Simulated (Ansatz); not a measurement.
An Ansatz (a first-principles code) input (PBE-D3(BJ) (Ansatz, PAW, without spin-orbit coupling)):

Ansatz 0.2 input:
```yaml
crystal:
  lattice:
    - [4.0320934212, 0, 0]
    - [-2.0160467106, 3.4918953332, 0]
    - [0, 0, 16.7640984134]
  atoms:
    - { symbol: In, position: [0.3333333333, 0.6666666667, 0.6666762652] }
    - { symbol: In, position: [0.6666666667, 0.3333333333, 0.1666762652] }
    - { symbol: In, position: [0.6666666667, 0.3333333333, 0.3333237348] }
    - { symbol: In, position: [0.3333333333, 0.6666666667, 0.8333237348] }
    - { symbol: Se, position: [0.3333333333, 0.6666666667, 0.0899212268] }
    - { symbol: Se, position: [0.6666666667, 0.3333333333, 0.5899212268] }
    - { symbol: Se, position: [0.6666666667, 0.3333333333, 0.9100787732] }
    - { symbol: Se, position: [0.3333333333, 0.6666666667, 0.4100787732] }
basis: { ecutwfc: 420, ecutrho_ratio: 4, xc_grid: 2, fft_grid_basis: typed }
kpoints: { mp_grid: { grid: [13, 13, 3] } }
hamiltonian:
  xc: pbe
  dispersion: d3bj
  pseudopotentials: { kind: paw }
total_charge: 2.360326
scf: { occupations: { method: fermi_dirac, width: 0.0259 }, convergence: { dr2_threshold: 0.0000000008 } }
relax: { f_tol: 0.005, max_steps: 30 }
output: { forces: true, stress: true }
checkpoint: { write: state.ck, write_every: 1000 }
```

**Question.** Which symmetry and how many k-points will the program report, and about how many plane waves at Γ?

**Answer.** Space group P63/mmc (ITA 194) with 24 operations, k-points 42 of 507, and 4629 plane waves at Γ.

Carriers are added with a uniform compensating background; total energy and stress of such cells depend on the potential's zero and are not compared; many-body gap narrowing is missing at this level. Whether these cells are dynamically stable was not tested. The cell was made from InSe in the beta-GaS type structure (space group P6_3/mmc, No. 194; layered, stacked along the Cartesian z axis) by this change: holes 1.0×10^22 cm⁻³.
